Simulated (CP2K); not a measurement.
Band structure of MgH2 (P4_2/mnm, 6 atoms in the cell).

```
CELL_PARAMETERS angstrom
      4.53220     0.00000     0.00000
      0.00000     4.53220     0.00000
      0.00000     0.00000     3.02965
ATOMIC_POSITIONS crystal
  Mg 0.50000 0.50000 0.50000
  Mg 0.00000 0.00000 0.00000
  H  0.69557 0.69557 0.00000
  H  0.30443 0.30443 0.00000
  H  0.80443 0.19557 0.50000
  H  0.19557 0.80443 0.50000
```

Computed with PBE, GPW, DZVP-MOLOPT-SR-GTH basis, GTH-PBE potentials (GTH_POTENTIALS) (CP2K 2026.2).

Settings: CUTOFF = 1000 Ry; REL_CUTOFF = 50 Ry; KPOINTS/SCHEME = MONKHORST-PACK 6 6 9; GAMMA_CENTERED = T; XC_FUNCTIONAL = PBE; Mg/BASIS_SET = DZVP-MOLOPT-SR-GTH-q10; Mg/POTENTIAL = GTH-PBE-q10; H/BASIS_SET = DZVP-MOLOPT-SR-GTH-q1; H/POTENTIAL = GTH-PBE-q1; METHOD = GPW; EPS_DEFAULT = 1e-10; EXTRAPOLATION = USE_GUESS; NGRIDS = 5; SCF_GUESS = ATOMIC.

The starting cell comes from a database of computed structures (which also holds hypothetical and non-ambient phases and stackings), without a prior relaxation at this level. Its lattice was rescaled by a random factor within 2.5 % of one. Values carry the incompleteness of an atom-centred basis.

Predict the gap along the standard path and the places of the band edges.

The gap along the path is 3.07 eV, from a point between Γ and X to a point between A and Z|X; the smallest direct gap on it is 4.04 eV.

Levels in eV from the top of the valence band on the SCF mesh, bands 9 to 13:
```csv
point,9,10,11,12,13
Γ,-7.13,-2.10,-2.10,-0.58,5.64
X,-5.51,-5.51,-0.84,-0.84,5.37
M,-4.38,-4.38,-3.41,-3.41,9.78
Z,-3.69,-3.69,-0.06,-0.06,5.60
R,-2.96,-2.96,-1.38,-1.38,6.33
A,-2.51,-2.51,-1.11,-1.11,3.05
```

Higher empty bands are left out: an atom-centred basis made for the valence describes them poorly.
